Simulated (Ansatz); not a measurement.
# Pressure series in TiSi2

Start from TiSi2 (space group Cmcm, No. 63).

```
TiSi2
1.0
    1.77297    -6.78252     0.00000
    1.77297     6.78252     0.00000
    0.00000     0.00000     3.57969
Si Ti
4 2
Direct
  0.94084   0.05916   0.75000
  0.05916   0.94084   0.25000
  0.25028   0.74972   0.75000
  0.74972   0.25028   0.25000
  0.60320   0.39680   0.75000
  0.39680   0.60320   0.25000
```

Cell and atoms are relaxed at each pressure.

Computed with PBE, PAW, 420 eV (Ansatz, a program for electronic structure; no spin-orbit coupling), earlier PAW set.

Notes on the quantities. enthalpy: H = E + PV relative to the base's energy.

```csv
case,enthalpy,volume per atom
base,–,14.35 Å³
pressure −2 GPa,-0.18 eV/atom,14.59 Å³
pressure −1 GPa,-0.09 eV/atom,14.47 Å³
pressure 3 GPa,+0.27 eV/atom,14.03 Å³
pressure 7 GPa,+0.61 eV/atom,13.65 Å³
pressure 15 GPa,+1.28 eV/atom,[?]
pressure 30 GPa,+2.45 eV/atom,12.15 Å³
pressure 50 GPa,+3.91 eV/atom,11.30 Å³
pressure 75 GPa,+5.61 eV/atom,10.53 Å³
pressure 100 GPa,+7.21 eV/atom,9.95 Å³
```

### Question
Some entries are withheld; estimate them.

### Answer

- pressure 15 GPa, volume per atom: 13.02 Å³

Load acts through the strain it causes; cell and atoms are relaxed under it. No phonon test of stability was made. Competing high-pressure phases were not computed. The final runs are not spin-polarised.
